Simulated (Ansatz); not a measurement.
Take GaAs in the zinc blende structure (space group F-43m, No. 216) as the base.

```yaml
crystal:
  lattice:
    - [0.00000, 2.80140, 2.80140]
    - [2.80140, 0.00000, 2.80140]
    - [2.80140, 2.80140, 0.00000]
  atoms:
    - { symbol: Ga, position: [0.00000, 0.00000, 0.00000] }
    - { symbol: As, position: [0.25000, 0.25000, 0.25000] }
```

Cartesian axes are those of the cell as printed.

Calculations: LDA (Ansatz, an electronic-structure program), no spin-orbit coupling.

The change: tensile biaxial strain of 1.25 % in the plane normal to [111], as in epitaxy on a mismatched substrate; the out-of-plane cell vector and the atoms relax.

Problem. What does the calculation give for the in-plane stress and out-of-plane strain after the change?

Solution. The mean in-plane stress (compression positive) amounts to -2.0 GPa; the out-of-plane strain is -0.56 %.

Whether these cells are dynamically stable was not tested.
